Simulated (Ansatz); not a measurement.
# TiAl: response to strain

The parent structure is TiAl (space group P4/mmm, No. 123; a = 2.7963 Å, c = 4.0381 Å; relaxed with 0.1 eV smearing). Axes: x, y, z lie along a, b, c of the conventional cell.

Strains are applied to the cell and any free atomic positions relax; under biaxial strain the out-of-plane vector relaxes too.

The values are results of PBEsol in Ansatz (plane waves to 420 eV, PAW, scalar-relativistic without spin-orbit coupling), not measurements.

Notes on the quantities. pressure: mean of the normal stresses, compression positive.

| case | pressure | out-of-plane strain |
|---|---|---|
| base | 0.0 GPa | – |
| biaxial strain −2.50 %, plane normal [001], relaxed out of plane | 3.2 GPa | +2.56 % |
| biaxial strain −2.00 %, plane normal [001], relaxed out of plane | 2.5 GPa | +2.05 % |
| biaxial strain −1.50 %, plane normal [001], relaxed out of plane | … | … |
| biaxial strain −0.50 %, plane normal [001], relaxed out of plane | 0.6 GPa | +0.52 % |
| biaxial strain +0.50 %, plane normal [001], relaxed out of plane | -0.6 GPa | -0.53 % |
| biaxial strain +1.00 %, plane normal [001], relaxed out of plane | -1.1 GPa | -1.07 % |
| biaxial strain +1.50 %, plane normal [001], relaxed out of plane | -1.6 GPa | -1.65 % |
| biaxial strain +2.00 %, plane normal [001], relaxed out of plane | -2.0 GPa | -2.24 % |
| biaxial strain +3.00 %, plane normal [001], relaxed out of plane | -2.8 GPa | … |

Task: What belongs in the blanks?

Result: 
- biaxial strain −1.50 %, plane normal [001], relaxed out of plane, pressure: 1.8 GPa
- biaxial strain −1.50 %, plane normal [001], relaxed out of plane, out-of-plane strain: +1.54 %
- biaxial strain +3.00 %, plane normal [001], relaxed out of plane, out-of-plane strain: -3.48 %

No phonon test of stability was made. The final runs are not spin-polarised.

Ansatz is a first-principles code.
